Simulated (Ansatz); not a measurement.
Input:

```
ZrSnO3
1.0
    3.93218     0.00000     0.00000
    0.00000     3.93218     0.00000
    0.00000     0.00000     3.93218
Sn Zr O
1 1 3
Direct
  0.00000   0.00000   0.00000
  0.50000   0.50000   0.50000
  0.00000   0.50000   0.50000
  0.50000   0.50000   0.00000
  0.50000   0.00000   0.50000
```

No spin polarisation.

Calculations: PBEsol (Ansatz, a first-principles code; PAW; 420 eV plane waves; no spin-orbit coupling). Γ-centred 8×8×8 mesh, Fermi–Dirac width 0.05 eV.

Task: Predict the electron mass, band gap and hole mass.

Result: 
- Electron mass = 0.12 mₑ along k, 0.33 mₑ across (at X)
- Band gap = 1.56 eV
- Hole mass = 0.13 mₑ along k, 0.80 mₑ across (at X)

The cells carry an imposed strain or load. Effective masses come from finite differences of ±0.01 Å⁻¹. Along k means along the line from Γ to the band edge. Stability against distortions was not tested. The cell was made from ZrSnO3 in the cubic perovskite structure (space group Pm-3m, No. 221; a hypothetical phase, not in the database extracts checked) by this change: isotropic strain −4.76 %. Many cubic perovskites are stable only at high temperature; tilts and polar distortions were not tested.
